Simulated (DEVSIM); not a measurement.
Device: Co/La2O3/n-InP capacitor, at 400 K.

| layer (left to right) | material | thickness (nm) | Nd (cm⁻³) |
|---|---|---|---|
| 1 | La2O3 | 15.0 | - |
| 2 | InP | 1600 | 1.6e17 |

Metal gate on the left, work function 5 eV. Fixed charge at the semiconductor interface 4.3e11 cm⁻² (in units of +e); no interface traps.

This is a model device: material constants are rounded textbook-type values typed into the input, and sizes, dopings and lifetimes were drawn at random. Values at 300 K; Nc and Nv go as T^1.5, mobilities as T to minus their exponent, the gap by Varshni's rule with the affinity fixed.

| parameter | La2O3 | InP |
|---|---|---|
| gap (eV) | 5.8 | 1.344 |
| affinity (eV) | 1.8 | 4.38 |
| permittivity | 27 | 12.5 |
| Nc (cm⁻³) | - | 5.7e17 |
| Nv (cm⁻³) | - | 1.1e19 |
| Varshni α (eV/K) | - | 0.000363 |
| Varshni β (K) | - | 162 |

Model (solved in DEVSIM): 1D Poisson equation in equilibrium, Boltzmann statistics, complete ionisation; no quantum confinement or tunnelling. Metal contacts follow the ideal Schottky-Mott rule: no Fermi-level pinning, no interface dipoles.

Q: Tabulate band edges, carrier densities and field at -0.3 V on the gate.

A: Energies count from the Fermi level of the right contact; mesh points crowd at the junctions.

```json
[
 {"x (μm)": "0.000", "Ec (eV)": "3.500", "Ev (eV)": "-2.300", "n (cm⁻³)": "< 1e2", "p (cm⁻³)": "< 1e2", "field (V/cm)": "-110000"},
 {"x (μm)": "0.001282", "Ec (eV)": "3.486", "Ev (eV)": "-2.314", "n (cm⁻³)": "< 1e2", "p (cm⁻³)": "< 1e2", "field (V/cm)": "-110000"},
 {"x (μm)": "0.003610", "Ec (eV)": "3.460", "Ev (eV)": "-2.340", "n (cm⁻³)": "< 1e2", "p (cm⁻³)": "< 1e2", "field (V/cm)": "-110000"},
 {"x (μm)": "0.007993", "Ec (eV)": "3.412", "Ev (eV)": "-2.388", "n (cm⁻³)": "< 1e2", "p (cm⁻³)": "< 1e2", "field (V/cm)": "-110000"},
 {"x (μm)": "0.01282", "Ec (eV)": "3.359", "Ev (eV)": "-2.441", "n (cm⁻³)": "< 1e2", "p (cm⁻³)": "< 1e2", "field (V/cm)": "-110000"},
 {"x (μm)": "0.01453", "Ec (eV)": "3.340", "Ev (eV)": "-2.460", "n (cm⁻³)": "< 1e2", "p (cm⁻³)": "< 1e2", "field (V/cm)": "-110000"},
 {"x (μm)": "0.01552", "Ec (eV)": "0.746", "Ev (eV)": "-0.565", "n (cm⁻³)": "3.5e8", "p (cm⁻³)": "1.3e12", "field (V/cm)": "-170000"},
 {"x (μm)": "0.01849", "Ec (eV)": "0.695", "Ev (eV)": "-0.616", "n (cm⁻³)": "1.5e9", "p (cm⁻³)": "2.9e11", "field (V/cm)": "-170000"},
 {"x (μm)": "0.02398", "Ec (eV)": "0.607", "Ev (eV)": "-0.704", "n (cm⁻³)": "2.0e10", "p (cm⁻³)": "2.3e10", "field (V/cm)": "-150000"},
 {"x (μm)": "0.03593", "Ec (eV)": "0.439", "Ev (eV)": "-0.872", "n (cm⁻³)": "2.6e12", "p (cm⁻³)": "1.7e8", "field (V/cm)": "-130000"},
 {"x (μm)": "0.06035", "Ec (eV)": "0.199", "Ev (eV)": "-1.112", "n (cm⁻³)": "2.7e15", "p (cm⁻³)": "160000", "field (V/cm)": "-70000"},
 {"x (μm)": "0.1423", "Ec (eV)": "0.059", "Ev (eV)": "-1.252", "n (cm⁻³)": "1.6e17", "p (cm⁻³)": "2800", "field (V/cm)": "-280"},
 {"x (μm)": "0.2936", "Ec (eV)": "0.059", "Ev (eV)": "-1.253", "n (cm⁻³)": "1.6e17", "p (cm⁻³)": "2800", "field (V/cm)": "≈ 0"},
 {"x (μm)": "0.6232", "Ec (eV)": "0.059", "Ev (eV)": "-1.253", "n (cm⁻³)": "1.6e17", "p (cm⁻³)": "2800", "field (V/cm)": "≈ 0"},
 {"x (μm)": "1.223", "Ec (eV)": "0.059", "Ev (eV)": "-1.253", "n (cm⁻³)": "1.6e17", "p (cm⁻³)": "2800", "field (V/cm)": "≈ 0"},
 {"x (μm)": "1.429", "Ec (eV)": "0.059", "Ev (eV)": "-1.253", "n (cm⁻³)": "1.6e17", "p (cm⁻³)": "2800", "field (V/cm)": "≈ 0"},
 {"x (μm)": "1.530", "Ec (eV)": "0.059", "Ev (eV)": "-1.253", "n (cm⁻³)": "1.6e17", "p (cm⁻³)": "2800", "field (V/cm)": "≈ 0"},
 {"x (μm)": "1.575", "Ec (eV)": "0.059", "Ev (eV)": "-1.253", "n (cm⁻³)": "1.6e17", "p (cm⁻³)": "2800", "field (V/cm)": "≈ 0"},
 {"x (μm)": "1.602", "Ec (eV)": "0.059", "Ev (eV)": "-1.253", "n (cm⁻³)": "1.6e17", "p (cm⁻³)": "2800", "field (V/cm)": "≈ 0"},
 {"x (μm)": "1.609", "Ec (eV)": "0.059", "Ev (eV)": "-1.253", "n (cm⁻³)": "1.6e17", "p (cm⁻³)": "2800", "field (V/cm)": "≈ 0"},
 {"x (μm)": "1.613", "Ec (eV)": "0.059", "Ev (eV)": "-1.253", "n (cm⁻³)": "1.6e17", "p (cm⁻³)": "2800", "field (V/cm)": "≈ 0"},
 {"x (μm)": "1.615", "Ec (eV)": "0.059", "Ev (eV)": "-1.253", "n (cm⁻³)": "1.6e17", "p (cm⁻³)": "2800", "field (V/cm)": "≈ 0"}
]
```
